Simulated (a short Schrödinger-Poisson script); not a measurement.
Stack: symmetric double-gate stack, SiO2 on p-type GaAs, at 300 K.

```
layer  material  thickness (nm)  Na (cm⁻³)
-----  --------  --------------  ---------
1          SiO2             3.6          -
2          GaAs               4       2e18
3          SiO2             3.6          -
```

Constants are typed, rounded textbook-type inputs, not results; the design itself was drawn at random and stands for no fabricated device. SiO2: permittivity 3.9, conduction-band edge (eV) 3.17, gap (eV) 9, electron mass (mₑ) 0.5. GaAs: permittivity 12.9, conduction-band edge (eV) 0, gap (eV) 1.424, Nv at 300 K (cm⁻³) 9e18.

Channel valleys (confinement mass, in-plane density-of-states mass, number): Γ 0.067, 0.067, 1. At the gates, both at one voltage, the conduction-band edge of layer 1 lies 3.59 eV − eVg above the Fermi level of the channel. Gaps are held at their typed values at every temperature. Mesh 0.03 nm at interfaces.

From a short Schrödinger-Poisson script (our own, NumPy): 1D Poisson equation in equilibrium, electrons quantum, Hartree (BenDaniel-Duke, 12 states a valley, the channel's in-plane mass for all, wave functions free to enter the dielectric), parabolic valleys, classical holes, full ionisation, no traps, pinning or gate leakage.

The same stack at other levels of the model or other numerical settings:

```
run                                                                  sheet density of all electrons at Vg = 2.55 V (cm⁻²)  sheet density of all electrons at Vg = 0.75 V (cm⁻²)  capacitance of both gates at Vg = 2.55 V (μF/cm²)  rough cost against the base
-------------------------------------------------------------------  ----------------------------------------------------  ----------------------------------------------------  -------------------------------------------------  ---------------------------
base                                                                                                              1.56e13                                               9.39e11                                               1.48                      about 1
electrons treated as classical, Boltzmann                                                                         2.26e13                                                   [?]                                               1.87                         0.08
electrons treated as classical, Fermi-Dirac                                                                       1.61e13                                                   [?]                                               1.40                          0.2
electrons treated as quantum, Hartree plus LDA exchange-correlation                                               1.59e13                                               1.06e12                                               1.50                            2
mesh six times as coarse                                                                                          1.54e13                                               8.53e11                                               1.46                          0.3
one subband a valley                                                                                              1.53e13                                               9.39e11                                                [?]                          0.4
```

Q: Complete the blanks.

A: 
- electrons treated as classical, Boltzmann, sheet density of all electrons at Vg = 0.75 V (cm⁻²): 2.21e12
- one subband a valley, capacitance of both gates at Vg = 2.55 V (μF/cm²): 1.28
- electrons treated as classical, Fermi-Dirac, sheet density of all electrons at Vg = 0.75 V (cm⁻²): 1.50e12

The classical rows ignore confinement, and Boltzmann statistics overrate the density once the band edge passes the Fermi level.

Above a few 1e12 electrons/cm² a light Γ valley is non-parabolic and upper valleys begin to fill, which the model leaves out.
